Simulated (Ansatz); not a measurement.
Ga (space group Cmce, No. 64)

```
CELL_PARAMETERS angstrom
      2.23922    -3.79379     0.00000
      2.23922     3.79379     0.00000
      0.00000     0.00000     4.48929
ATOMIC_POSITIONS crystal
  Ga 0.65602 0.34398 0.41645
  Ga 0.34398 0.65602 0.58355
  Ga 0.84398 0.15602 0.91645
  Ga 0.15602 0.84398 0.08355
```

Computed with PBEsol in Ansatz (plane waves to 420 eV, PAW, no spin-orbit coupling). Γ-centred 12×12×10 mesh, Fermi–Dirac width 0.05 eV.

* **Volume per atom**: 19.07 Å³
* **Density**: 6.07 g/cm³
* **Band gap**: zero
* **Total energy**: -3743.203 eV/atom (σ→0; compares only within this code and set-up)

No phonon test of stability was made.

Ansatz is a first-principles code.
